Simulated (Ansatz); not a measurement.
Start from MgSe in the rock salt structure (space group Fm-3m, No. 225; a = 5.472 Å). Axes: x, y, z lie along the cube axes.

The values are results of r2SCAN in Ansatz (plane waves to 500 eV, PAW, without spin-orbit coupling), not measurements.

For the base:

- Valley order = X along ⟨100⟩ 2.48 eV; Γ 3.44 eV
- Volume per atom = 20.48 Å³

It is then changed as follows: biaxial strain −2.50 %, plane normal [001], relaxed out of plane (Cartesian); in-plane vectors clamped, the third vector and the atoms free.

Predict the new valley order, volume per atom, in-plane stress and energy relative to the base.

The valley order (the lowest conduction-band minima on the path, energy above the VBM, named in the base's zone) becomes X along [100] 2.36 eV; X along [001] 2.59 eV; Γ 3.58 eV (base: X along ⟨100⟩ 2.48 eV; Γ 3.44 eV); the volume per atom falls by 0.709 Å³ to 19.78 Å³; the mean in-plane stress (compression positive) is +4.1 GPa; the energy goes up by 12 meV/atom.

The levels and masses belong to the bands next to the band gap. Whether these cells are dynamically stable was not tested.

Ansatz is an electronic-structure program.
